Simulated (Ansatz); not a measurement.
An Ansatz (an electronic-structure program) input (PBEsol in Ansatz (plane waves to 420 eV, PAW, without spin-orbit coupling)):

Ansatz 0.2 input:
```yaml
crystal:
  lattice:
    - [0, 2.3145355864, 2.2913902305]
    - [2.3145355864, 0, 2.2913902305]
    - [2.3145355864, 2.3145355864, 0]
  atoms:
    - { symbol: Na, position: [0, 0, 0] }
    - { symbol: F, position: [0.5, 0.5, 0.5] }
basis: { ecutwfc: 420, ecutrho_ratio: 4, xc_grid: 2, fft_grid_basis: typed }
kpoints: { mp_grid: { grid: [12, 12, 12] } }
hamiltonian:
  xc: pbesol
  dispersion: none
  pseudopotentials: { kind: paw }
scf: { occupations: { method: fermi_dirac, width: 0.05 }, convergence: { dr2_threshold: 0.0000000002 } }
relax: { f_tol: 0.005, max_steps: 50 }
output: { forces: true, stress: true }
checkpoint: { write: state.ck, write_every: 1000 }
```

Which symmetry and how many k-points will the program report, and about how many plane waves at Γ?

Space group I4/mmm (ITA 139) with 16 operations, k-points 163 of 1728, and 515 plane waves at Γ.

And the final pressure?

0.51 GPa (compression positive).

The cells carry an imposed strain or load. Whether these cells are dynamically stable was not tested. The cell was made from NaF in the rock salt structure (space group Fm-3m, No. 225) by this change: uniaxial strain ε_zz = −1.00 %.
